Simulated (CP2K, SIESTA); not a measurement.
A CP2K input for a self-consistent single point of NiSi2 (Fm-3m, 3 atoms in the cell) (DFT PBEsol, GPW, DZVP-MOLOPT-SR-GTH basis, GTH-PBE potentials (GTH_POTENTIALS)):

```
&GLOBAL
  PROJECT scf
  RUN_TYPE ENERGY_FORCE
  PRINT_LEVEL MEDIUM
&END GLOBAL
&FORCE_EVAL
  METHOD Quickstep
  STRESS_TENSOR ANALYTICAL
  &DFT
    BASIS_SET_FILE_NAME BASIS_MOLOPT
    POTENTIAL_FILE_NAME GTH_POTENTIALS
    &QS
      METHOD GPW
      EPS_DEFAULT 1E-10
    &END QS
    &MGRID
      CUTOFF 600
      REL_CUTOFF 60
      NGRIDS 5
    &END MGRID
    &SCF
      SCF_GUESS ATOMIC
      EPS_SCF 1E-7
      MAX_SCF 100
      ADDED_MOS 5
      &DIAGONALIZATION
        ALGORITHM STANDARD
      &END DIAGONALIZATION
      &MIXING
        METHOD BROYDEN_MIXING
        ALPHA 0.2
        NBUFFER 10
        BETA 1.5
      &END MIXING
      &SMEAR ON
        METHOD FERMI_DIRAC
        ELECTRONIC_TEMPERATURE [K] 1578.21
      &END SMEAR
    &END SCF
    &KPOINTS
      SCHEME MONKHORST-PACK 11 11 11
    &END KPOINTS
    &XC
      &XC_FUNCTIONAL
        &PBE
          PARAMETRIZATION PBESOL
        &END PBE
      &END XC_FUNCTIONAL
    &END XC
    &PRINT
      &MO
        EIGENVALUES T
        OCCUPATION_NUMBERS T
        NDIGITS 8
        FILENAME mo
        &EACH
          QS_SCF 0
        &END EACH
        ADD_LAST NUMERIC
      &END MO
      &MULLIKEN ON
      &END MULLIKEN
    &END PRINT
  &END DFT
  &SUBSYS
    &CELL
      A 3.82544800 0.00000000 0.00000000
      B 1.91272400 3.31293500 0.00000000
      C 1.91272400 1.10431200 3.12346500
      PERIODIC XYZ
    &END CELL
    &COORD
      SCALED
      Si       0.25000000     0.25000000     0.25000000
      Si       0.75000000     0.75000000     0.75000000
      Ni       0.00000000     0.00000000     0.00000000
    &END COORD
    &KIND Si
      BASIS_SET DZVP-MOLOPT-SR-GTH-q4
      POTENTIAL GTH-PBE-q4
    &END KIND
    &KIND Ni
      BASIS_SET DZVP-MOLOPT-SR-GTH-q18
      POTENTIAL GTH-PBE-q18
    &END KIND
  &END SUBSYS
  &PRINT
    &FORCES ON
    &END FORCES
    &STRESS_TENSOR ON
    &END STRESS_TENSOR
  &END PRINT
&END FORCE_EVAL
```

Question: Give the SIESTA input for the same structure, mesh, smearing and functional.

Answer: This is the input that was run; spellings and numerical settings could be chosen otherwise.

```
# files in the folder: Si.psml Ni.psml (PseudoDojo PBEsol standard)
SystemName  NiSi2
SystemLabel NiSi2

NumberOfAtoms                3
NumberOfSpecies              2
%block ChemicalSpeciesLabel
  1 14 Si
  2 28 Ni
%endblock ChemicalSpeciesLabel
LatticeConstant              1.0 Ang
%block LatticeVectors
     0.000000000    2.705000000    2.705000000
     2.705000000    0.000000000    2.705000000
     2.705000000    2.705000000    0.000000000
%endblock LatticeVectors
AtomicCoordinatesFormat      Bohr
%block AtomicCoordinatesAndAtomicSpecies
     2.555854584    2.555854584    2.555854584  1
     7.667563751    7.667563751    7.667563751  1
     0.000000000    0.000000000    0.000000000  2
%endblock AtomicCoordinatesAndAtomicSpecies

XC.functional                GGA
XC.authors                   PBEsol
PAO.BasisSize                DZP
PAO.EnergyShift              0.01 Ry
MeshCutoff                   400 Ry
%block kgrid.MonkhorstPack
   11   0   0  0.0
    0  11   0  0.0
    0   0  11  0.0
%endblock kgrid.MonkhorstPack
OccupationFunction           FD
ElectronicTemperature        136.0 meV

MaxSCFIterations             150
SCF.Mixer.Method             Broyden
SCF.Mixer.Weight             0.25
SCF.Mixer.History            8
SCF.DM.Tolerance             1.0E-04
Diag.ParallelOverK           true
WriteForces                  true
Charge.Mulliken              end
```

Basis, cutoffs, solver keys and any potentials are the target program's own. This input uses DFT, GGA PBEsol, numerical atomic orbitals DZP, PseudoDojo PBEsol standard norm-conserving potentials (rewritten from UPF to PSML). Both were run: pressure -0.30 GPa in CP2K and -3.39 in SIESTA.

On CP2K: the starting cell has typed, rounded lattice constants, without a prior relaxation at this level. Spin polarisation is off. Values carry the incompleteness of an atom-centred basis. The potentials were made for another functional than the one used.

On SIESTA: the starting cell has typed, rounded lattice constants, without a prior relaxation at this level. Spin polarisation is off. Values carry the incompleteness of an atom-centred basis. With a pressure of about -3 GPa the cell is away from its equilibrium volume at this level.
